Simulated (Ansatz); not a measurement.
Pair distribution function (C-Ti) of TiC (rock salt; ideal stoichiometry), cell Ti32C32, started from the crystal [in the run: it stayed crystalline; mean temperature 288 K (target 300 K); density 4.84 g/cm³; one k-point, which a denser mesh shifts by -0.3 GPa in pressure and 0.10 eV/Å in forces], from MD at 288 K. Method: PBE (plane waves, PAW; Ansatz, a quantum-chemistry and plane-wave program). Volume per atom 10.26 Å³, mean pressure -0.2 GPa. 

(r (Å), g(r)): (1.34, 0.00); (1.38, 0.00); (1.42, 0.00); (1.46, 0.00); (1.50, 0.00); (1.54, 0.00); (1.58, 0.00); (1.62, 0.00); (1.66, 0.00); (1.70, 0.00); (1.74, 0.00); (1.78, 0.00); (1.82, 0.00); (1.86, 0.00); (1.90, 0.00); (1.94, 0.00); (1.98, 0.04); (2.02, 0.45); (2.06, 2.26); (2.10, 6.95); (2.14, 12.5); (2.18, 13.7); (2.22, 9.77); (2.26, 4.42); (2.30, 1.47); (2.34, 0.26); (2.38, 0.03); (2.42, 0.00); (2.46, 0.00); (2.50, 0.00); (2.54, 0.00); (2.58, 0.00); (2.62, 0.00); (2.66, 0.00); (2.70, 0.00); (2.74, 0.00); (2.78, 0.00); (2.82, 0.00); (2.86, 0.00); (2.90, 0.00); (2.94, 0.00); (2.98, 0.00); (3.02, 0.00); (3.06, 0.00); (3.10, 0.00); (3.14, 0.00); (3.18, 0.00); (3.22, 0.00); (3.26, 0.00); (3.30, 0.00); (3.34, 0.00); (3.38, 0.00); (3.42, 0.00); (3.46, 0.00); (3.50, 0.00); (3.54, 0.01); (3.58, 0.07); (3.62, 0.39); (3.66, 1.45); (3.70, 3.59); (3.74, 5.58); (3.78, 5.72); (3.82, 3.88); (3.86, 1.78); (3.90, 0.50); (3.94, 0.09); (3.98, 0.01); (4.02, 0.00); (4.06, 0.00); (4.10, 0.00); (4.14, 0.00); (4.18, 0.00); (4.22, 0.00); (4.26, 0.00); (4.30, 0.00)

Task: From these data, give where the first shell ends and the number of neighbours in it.

Result: g is nil from 2.5 to 3.5 Å, so any cut there serves; 6.0 Ti round each C and 6.0 C round each Ti in the shell, from n = 4πρ∫r²g(r)dr.
